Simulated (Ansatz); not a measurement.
Si on a cation site across 3 hosts. All values below come from PBE, PAW (plane waves to 420 eV; Ansatz, an electronic-structure program). Charged cells are image-corrected; levels hold to tenths of an eV, spin–orbit coupling is left out, only levels at least 0.1 eV inside the gap count (those within 0.2 eV of an edge may still be shallow), and each defect is the lowest state found from one start.

```tsv
host	site at the start	sites, k-points	gap (eV)	localised charge states	levels above the VBM (eV)
wurtzite AlN	the Al site	96, 2×2×2 shifted	4.03	+1	none; +1 throughout
rutile SnO2	the Sn site	72, 2×2×2 shifted	0.68	0	none; 0 throughout
monoclinic HfO2	the Hf site	96, 2×2×2 shifted	4.04	0	none; 0 throughout
```

No host shows a level in the gap.
